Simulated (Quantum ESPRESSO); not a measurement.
A user runs Quantum ESPRESSO on WF6 (Pnma, 28 atoms in the cell) and asks whether the run is sound. The aim is a self-consistent single point with DFT, PBEsol, plane waves, GBRV 1.5 ultrasoft (PBESOL) pseudopotentials.

Input:

```fortran
&CONTROL
  calculation = 'scf'
  outdir = './tmp'
  pseudo_dir = './'
  tprnfor = .true.
  tstress = .true.
/
&SYSTEM
  ibrav = 0
  nat = 28
  ntyp = 2
  ecutwfc = 40
  ecutrho = 80
  occupations = 'smearing'
  smearing = 'fd'
  degauss = 0.0073499
/
&ELECTRONS
  conv_thr = 1.0d-10
  mixing_beta = 0.4
/
ATOMIC_SPECIES
W    183.8400  w_pbesol_v1.2.uspp.F.UPF
F     18.9984  f_pbesol_v1.4.uspp.F.UPF
ATOMIC_POSITIONS {crystal}
W     0.12780000    0.25000000    0.08560000
W     0.37220000    0.75000000    0.58560000
W     0.62780000    0.25000000    0.41440000
W     0.87220000    0.75000000    0.91440000
F     0.01150000    0.25000000    0.79140000
F     0.48850000    0.75000000    0.29140000
F     0.51150000    0.25000000    0.70860000
F     0.98850000    0.75000000    0.20860000
F     0.24320000    0.25000000    0.36950000
F     0.25680000    0.75000000    0.86950000
F     0.74320000    0.25000000    0.13050000
F     0.75680000    0.75000000    0.63050000
F     0.01770000    0.09790000    0.23810000
F     0.48230000    0.90210000    0.73810000
F     0.51770000    0.40210000    0.26190000
F     0.98230000    0.59790000    0.76190000
F     0.98230000    0.90210000    0.76190000
F     0.51770000    0.09790000    0.26190000
F     0.48230000    0.59790000    0.73810000
F     0.01770000    0.40210000    0.23810000
F     0.23870000    0.09320000    0.93760000
F     0.26130000    0.90680000    0.43760000
F     0.73870000    0.40680000    0.56240000
F     0.76130000    0.59320000    0.06240000
F     0.76130000    0.90680000    0.06240000
F     0.73870000    0.09320000    0.56240000
F     0.26130000    0.59320000    0.43760000
F     0.23870000    0.40680000    0.93760000
K_POINTS {automatic}
2 2 4  0 0 0
CELL_PARAMETERS {bohr}
  18.01509930     0.00000000     0.00000000
   0.00000000    16.38414093     0.00000000
   0.00000000     0.00000000     9.52188397
```

Log, with long lists cut:

```
     Message from routine set_cutoff:
     ecutrho < 4*ecutwfc, are you sure?
     Message from routine setup:
     using ibrav=0 with symmetry is DISCOURAGED, use correct ibrav instead
     G-vector sticks info
     --------------------
   [... lines left out ...]
        k(    1) = (   0.0000000   0.0000000   0.0000000), wk =   0.1250000
        k(    2) = (   0.0000000   0.0000000   0.4729920), wk =   0.2500000
        k(    3) = (   0.0000000   0.0000000  -0.9459840), wk =   0.1250000
        k(    4) = (   0.0000000  -0.5497725   0.0000000), wk =   0.1250000
        k(    5) = (   0.0000000  -0.5497725   0.4729920), wk =   0.2500000
        k(    6) = (   0.0000000  -0.5497725  -0.9459840), wk =   0.1250000
        k(    7) = (  -0.5000000   0.0000000   0.0000000), wk =   0.1250000
        k(    8) = (  -0.5000000   0.0000000   0.4729920), wk =   0.2500000
        k(    9) = (  -0.5000000   0.0000000  -0.9459840), wk =   0.1250000
        k(   10) = (  -0.5000000  -0.5497725   0.0000000), wk =   0.1250000
        k(   11) = (  -0.5000000  -0.5497725   0.4729920), wk =   0.2500000
        k(   12) = (  -0.5000000  -0.5497725  -0.9459840), wk =   0.1250000

     Dense  grid:    33919 G-vectors     FFT dimensions: (  54,  48,  30)

     Initial potential from superposition of free atoms

     starting charge     223.5988, renormalised to     224.0000

     negative rho (up, down):  2.169E-01 0.000E+00
     Self-consistent Calculation

     iteration #  1     ecut=    40.00 Ry     beta= 0.40

     negative rho (up, down):  2.140E-01 0.000E+00

     total energy              =   -1800.11487361 Ry
     estimated scf accuracy    <       6.63685871 Ry

     iteration #  2     ecut=    40.00 Ry     beta= 0.40

     negative rho (up, down):  2.176E-01 0.000E+00

     total energy              =   -1801.80604292 Ry
     estimated scf accuracy    <       2.33464772 Ry

     iteration #  3     ecut=    40.00 Ry     beta= 0.40

     negative rho (up, down):  2.172E-01 0.000E+00

     total energy              =   -1802.24848327 Ry
     estimated scf accuracy    <       0.09395770 Ry

   [... 8 blocks of this kind left out ...]

     iteration # 12     ecut=    40.00 Ry     beta= 0.40

     negative rho (up, down):  2.183E-01 0.000E+00

     total energy              =   -1802.26295850 Ry
     estimated scf accuracy    <          5.1E-10 Ry

     iteration # 13     ecut=    40.00 Ry     beta= 0.40

     negative rho (up, down):  2.183E-01 0.000E+00
     End of self-consistent calculation

     the Fermi energy is     1.8116 ev

!    total energy              =   -1802.26295849 Ry
     estimated scf accuracy    <          9.8E-11 Ry
     smearing contrib. (-TS)   =      -0.00000000 Ry
     internal energy E=F+TS    =   -1802.26295849 Ry

     convergence has been achieved in  13 iterations

     negative rho (up, down):  2.183E-01 0.000E+00

     Forces acting on atoms (cartesian axes, Ry/au):

     atom    1 type  1   force =    -0.00548352   -0.00000000   -0.05701383
     atom    2 type  1   force =     0.00548352    0.00000000   -0.05701383
     atom    3 type  1   force =    -0.00548352    0.00000000    0.05701383
     atom    4 type  1   force =     0.00548352    0.00000000    0.05701383
   [... lines left out ...]
     Total force =     0.192623     Total SCF correction =     0.000005
   [... lines left out ...]

     negative rho (up, down):  2.183E-01 0.000E+00
          total   stress  (Ry/bohr**3)                   (kbar)     P=       14.74
   0.00010917   0.00000000   0.00000000           16.06        0.00        0.00
   0.00000000  -0.00013198   0.00000000            0.00      -19.42        0.00
   0.00000000   0.00000000   0.00032331            0.00        0.00       47.56

   JOB DONE.
```

Q: Is this run sound? If not, what is wrong?

A: The run is not sound. The fault is a density cutoff or grid that is too coarse. The charge density holds wave vectors up to twice those of the orbitals (four times the energy cutoff), and augmentation charges need more still. To fix it, restore the density cutoff. The run converged in 13 iterations without an error; against the sound input the free energy falls by 61.0 meV/atom, the pressure goes from -0.66 to 1.47 GPa, the largest force goes from 1.518 to 1.596 eV/Å and the gap on the mesh moves little (4.908 to 4.915 eV).

An input that runs soundly differs in these lines (not the only fix; some lines may just follow from the change or write a value another way):
```diff
-  ecutrho = 80
+  ecutrho = 320
```

With that input, the run converged in 13 iterations: free energy E − TS -24519.3279 eV; top of the valence band (on the code's own zero) -0.62 eV; gap on the k-point mesh 4.91 eV; pressure -0.66 GPa; largest force (vector length) 1.518 eV/Å (DFT, PBEsol, plane waves, GBRV 1.5 ultrasoft (PBESOL) pseudopotentials).

On the sound input: the starting cell comes from a database of published, mostly measured structures (it also holds non-ambient and calculated ones), without a prior relaxation at this level. Its lattice was rescaled by a random factor within 2.5 % of one. Spin-orbit coupling is off. Forces in this geometry exceed 1 eV/Å.
